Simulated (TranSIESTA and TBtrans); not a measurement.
# Pb chain with one H atom inserted

Junction: Pb chain with one H atom inserted. Leads: straight Pb chain, spacing 2.85 Å. Geometry: 3 atoms about the centre moved by SIESTA (PBE, DZP) to a largest force of 0.01 eV/Å, all others as built, motion along the axis alone.

Computed with TranSIESTA and TBtrans, PBE, DZP numerical orbitals (energy shift 0.15 eV), PseudoDojo norm-conserving scalar-relativistic potentials, mesh cutoff 200 Ry, 300 K, no spin polarisation, no spin-orbit coupling; self-consistent non-equilibrium Green functions.

```
Property                           Value
---------------------------------  -----
Conductance at 300 K (G0 = 2e²/h)   2.04
Mean T from −0.5 to 0.5 eV          1.90
```

Energies count from the leads' Fermi level. Transmissions are for one spin of a degenerate pair. The energy step is 0.01 eV; narrower resonances are cut or missed.

```tsv
E (eV)	T	lead channels
-2.00	0.54	1
-1.90	0.59	1
-1.80	0.63	1
-1.70	0.67	1
-1.60	0.70	1
-1.50	0.73	1
-1.40	0.76	1
-1.30	0.78	1
-1.20	0.80	1
-1.10	0.82	1
-1.00	0.83	1
-0.90	0.85	1
-0.80	0.86	1
-0.70	1.21	3
-0.60	1.42	3
-0.50	1.59	3
-0.40	1.77	3
-0.30	1.92	3
-0.20	2.02	3
-0.10	2.06	3
0.00	2.05	3
0.10	2.00	3
0.20	1.92	3
0.30	1.84	3
0.40	1.77	3
0.50	1.71	3
0.60	1.65	3
0.70	1.62	3
0.80	1.59	3
0.90	1.58	3
1.00	1.57	3
1.10	1.58	3
1.20	1.59	3
1.30	1.61	3
1.40	1.64	3
1.50	1.67	3
1.60	1.70	3
1.70	1.74	3
1.80	1.78	3
1.90	1.82	3
2.00	1.86	3
```

The straight chain is held at its spacing; free chains may zigzag or dimerise. No spin-polarised start was tried, so a magnetic state, if there is one, is missed. Spin-orbit coupling, left out here, matters for the heavy atoms.
